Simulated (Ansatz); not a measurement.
Start from a 16-atom supercell of BeSe in the zinc blende structure (space group F-43m, No. 216; a = 5.178 Å) at its relaxed geometry.

Level of theory: Ansatz (a first-principles code), PBE, PAW, cutoff 420 eV, spin-orbit coupling left out.

One neutral defect a cell, atoms relaxed at fixed cell.

One change was made to it. Results:

| quantity | base | after |
|---|---|---|
| largest displacement of a host atom from its site in the perfect cell | – | 0.10 Å |
| pressure | 0.0 GPa | 1.7 GPa |

Question: What was done to the base?
A) Li interstitial (started 2.11 Å from the nearest host atom)
B) Se interstitial (started 2.24 Å from the nearest host atom), symmetric start
C) Se vacancy, symmetric start
D) Sn on a Be site, symmetric start

Answer: A, Li interstitial (started 2.11 Å from the nearest host atom). For comparison, the pressure in the other runs: Sn on a Be site, symmetric start gives 9.0 GPa; Se vacancy, symmetric start gives -2.7 GPa; Se interstitial (started 2.24 Å from the nearest host atom), symmetric start gives 10.4 GPa.

The magnetic state is the one reached from the starting moments; the real material's order can differ, and small cells can't hold many antiferromagnetic ones. In so small a cell the defect repeats every few ångströms: this is an ordered compound, not a dilute defect. The mesh was chosen for an insulator and is coarse for the gapless case. Defects with a symmetric start kept the site's symmetry and may sit on a saddle; the others started slightly shaken. Starting moments died away, wholly or in part, for Li interstitial (started 2.11 Å from the nearest host atom), Sn on a Be site, Se vacancy and Se interstitial (started 2.24 Å from the nearest host atom); another magnetic solution may exist.
